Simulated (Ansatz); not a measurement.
LaBr3 (P6₃/m, No. 176), treated with BLYP in Ansatz (plane waves, PAW).

Numerical settings: plane-wave cutoff 520 eV, 6×6×8 k mesh (along the axes of the cell as run), Fermi–Dirac smearing 0.01 eV, scalar-relativistic PAW data made under PBE.

Response to compression and expansion:

Shape and atoms are relaxed at each volume.

```
V (Å³/atom)  P (GPa)  direct gap at Γ (eV)  smallest gap on the k mesh (eV)  c (Å)
-----------  -------  --------------------  -------------------------------  -----
33.732          0.68                 2.800                            2.741  4.559
34.435          0.28                 2.755                            2.700  4.537
35.138          0.01                 2.723                            2.673  4.501
35.840         -0.10                 2.720                            2.674  4.448
36.543         -0.11                 2.748                            2.704  4.393
```

The fundamental gap (2.67 eV at the equilibrium volume, with added k points) lies elsewhere than Γ–Γ.

Measured, for comparison: band gap 5.9 eV (temperature not stated, not corrected to a static lattice, literature value; as tabulated in Przystupa et al. (2023), doi:10.3390/ma16145085).

Note: the cell is over a tenth larger than the published one: the level's own overestimate first of all, though another phase or state, or a fault of the published cell, is possible; the bulk modulus comes from volumes at which shape and atoms were relaxed.

Spin–orbit coupling is not included.

Ansatz is a first-principles code.
